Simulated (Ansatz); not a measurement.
Cubic perovskite CsSrF3 was calculated with r²SCAN (Ansatz, an electronic-structure program, PAW).

Run with plane-wave cutoff 560 eV, 8×8×8 k mesh, Fermi–Dirac smearing 0.01 eV, scalar-relativistic PAW data made under PBE.

Pressure at four volumes; x = ln(V/21.618 Å³). One pressure is withheld.

```tsv
V (Å³/atom)	x	P (GPa)
20.321	-0.0619	3.22
21.618	0.0000	0.00
22.483	0.0392	-1.60
22.915	0.0583	?
```

Pass a parabola P(x) through the three rows shown, estimate the bulk modulus and its pressure derivative near zero pressure, and predict the withheld pressure.

Slopes between the rows: (0.00 − (3.22))/(0.0000 − (-0.0619)) = -52.02 and (-1.60 − (0.00))/(0.0392 − (0.0000)) = -40.82 GPa. Their difference over the span 0.1011 is c = 11.20/0.1011 = 110.8 GPa, so P(x) = 3.22 + (-52.02)(x − (-0.0619)) + 110.8 (x − (-0.0619))(x − (0.0000)). At the middle row B = −dP/dx = −[-52.02 + 110.8 × 0.0619] = 45.2 GPa, and B′ = dB/dP = 2c/B = 4.9. At x = 0.0583 the parabola gives -2.26 GPa; the run gives -2.28 GPa. The Birch–Murnaghan fit to the energies at all volumes has B0 = 44.9 GPa and B′ = 4.8.

Note: the relaxation could not lower the start's symmetry, so the cell can be a saddle point above a distorted one.

Spin–orbit coupling is not included.
